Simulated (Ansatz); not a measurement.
**How the volume per atom of NbP (model structure, started from the CoSn type, P6/mmm, No. 191, 6 atoms in the cell) moves with the method**

No measured value is used here.

```tsv
level (code)	value (Å³/atom)
PBE (Ansatz)	18.09
PBEsol (Ansatz)	17.55
PBE-D3(BJ) (Ansatz)	(withheld)
```

What belongs in the gaps?


- PBE-D3(BJ) (Ansatz, a quantum-chemistry and plane-wave program), value (Å³/atom): 17.49

Ansatz's density-functional and Hartree–Fock values are scalar-relativistic unless marked +SOC, with PAW data made under PBE.

A model structure was made by putting elements into a prototype or built by hand; it is no filed structure, need not be a known phase, and can be a saddle point held by its symmetry.
